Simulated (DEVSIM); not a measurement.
Structure: Pd/Al2O3/SiO2/n-Si capacitor, at 300 K.

Layer 1 from the left is Al2O3, thickness (nm) 6.50. Layer 2 from the left is SiO2, thickness (nm) 0.620. Layer 3 from the left is Si, thickness (nm) 440, Nd (cm⁻³) 1.7e18.

Metal gate on the left, work function 5.2 eV. Fixed charge at the semiconductor interface -3.6e12 cm⁻² (in units of +e); interface traps 2.4e11 cm⁻² eV⁻¹, uniform in energy, neutral level at 0.5 of the gap above the valence band.

Constants are typed, rounded textbook-type inputs, not results; the design itself was drawn at random and stands for no fabricated device. Values at 300 K.

Al2O3: gap (eV) 6.8, affinity (eV) 1.35, permittivity 9. SiO2: gap (eV) 9, affinity (eV) 0.9, permittivity 3.9. Si: gap (eV) 1.124, affinity (eV) 4.05, permittivity 11.7, Nc (cm⁻³) 2.86e19, Nv (cm⁻³) 3.1e19.

DEVSIM, 1D Poisson equation in equilibrium, Boltzmann statistics, complete ionisation; no quantum confinement or tunnelling. Metal contacts follow the ideal Schottky-Mott rule: no Fermi-level pinning, no interface dipoles.

Q: What does the simulation give for the minimum of the low-frequency capacitance, the flat-band voltage?

A: minimum of the low-frequency capacitance 0.320 μF/cm²; flat-band voltage 1.67 V.
